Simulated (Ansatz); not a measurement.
Base system: Ta₄GaSe₈ (space group F-43m, No. 216; a = 10.337 Å).

The values are results of PBEsol, PAW, 420 eV (Ansatz, a quantum-chemistry and plane-wave program; scalar-relativistic without spin-orbit coupling), not measurements.

For the base:

Lattice parameter a: 10.337 Å

Modification: cell and atoms relaxed at a pressure of 3 GPa.

Question: Estimate the effect on the lattice parameter a.

Answer: The lattice parameter a drops by 0.1129 Å, from 10.337 Å to 10.225 Å.

Load acts through the strain it causes; cell and atoms are relaxed under it. Whether these cells are dynamically stable was not tested. All final runs are without spin polarisation. An odd electron count without spin: Ta4GaSe8.
